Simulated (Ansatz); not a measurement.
Given:

```xyz
6
Lattice="5.5846 0.0000 0.0000 0.0000 5.5846 0.0000 0.0000 0.0000 5.5846" Properties=species:S:1:pos:R:3 pbc="T T T"
Cu     4.1885     4.1885     4.1885
Cu     4.1885     1.3962     1.3962
Cu     1.3962     4.1885     1.3962
Cu     1.3962     1.3962     4.1885
Te     0.0000     0.0000     0.0000
Te     2.7923     2.7923     2.7923
```

No spin polarisation.

Level of theory: plane-wave PAW DFT at the r2SCAN level (Ansatz, a quantum-chemistry and plane-wave program, 500 eV), spin-orbit coupling left out, earlier PAW set. Settings: 6×6×6 k-points, 0.05 eV Fermi–Dirac smearing.

Problem. Predict the electron mass, band gap and space group.

Solution. 
- Electron mass (degenerate bands, along [100]) = 0.20, 0.74 mₑ (at Γ)
- Band gap = 2.25 eV
- Space group = Pn-3m (No. 224)

With Te present, leaving out spin-orbit coupling can change the band edges. Effective masses come from finite differences of ±0.01 Å⁻¹. No phonon test of stability was made. All final runs are without spin polarisation. The cell was made from Cu2O by this change: O → Te; the result is a hypothetical phase, not in the database extracts checked.
